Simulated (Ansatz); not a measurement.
**By hand: formation energy of Mo_Ru in Ru (hcp, P6₃/mmc)**

Consider the formation energy of Mo_Ru in Ru (hcp, P6₃/mmc). Reaction: 53 Ru (hcp) + Mo (bcc) → cell A.

A: a supercell of 54 sites of Ru (hcp, P6₃/mmc) with Mo on a Ru site (12 Ru at 2.67–2.73 Å); spin state with PBE: run without spin.

Method: Ansatz (an electronic-structure program), PAW, neutral cells at 0 K with nuclei at rest, on structures from PBE. Ansatz runs with its PAW set soft_1. Other levels take these structures. The lattices are those relaxed with PBE, so at other levels the solids can be strained, which adds to the spread. Larger cells are relaxed from a start prepared with the learned potential CHGNet, on a coarser mesh till forces fall under 0.03 eV/Å, which some starts already meet. A dispersion term (D3(BJ), or D4 for r2SCAN) was computed beside these levels and is taken off wherever the name lacks it. Space groups of crystals are read within 0.01 Å. Mesh and cell size may move defect energies by 0.1 eV or more. Cell A has symmetry P-6m2 within 0.02 Å and got no random move, so less symmetric positions, which may lie lower, weren't tried.

Total energies of the cells in eV, at zero smearing width. They compare only within one column; the weights balance every element.

```json
[
 {"cell": "A: Ru:Mo_Ru", "atoms": "54", "weight": "+1", "PBE": "-316529.20496", "r2SCAN+D4": "-317186.43672"},
 {"cell": "Ru (hcp)", "atoms": "54", "weight": "−53/54", "PBE": "-317451.71007", "r2SCAN+D4": "-318109.28526"},
 {"cell": "Mo (bcc)", "atoms": "1", "weight": "−1", "PBE": "-4956.05664", "r2SCAN+D4": "-4967.82244"}
]
```

PBE: (-316529.20496) − 53/54 × (-317451.71007) − (-4956.05664) = -0.174 eV.

r2SCAN+D4: (-317186.43672) − 53/54 × (-318109.28526) − (-4967.82244) = -0.242 eV.
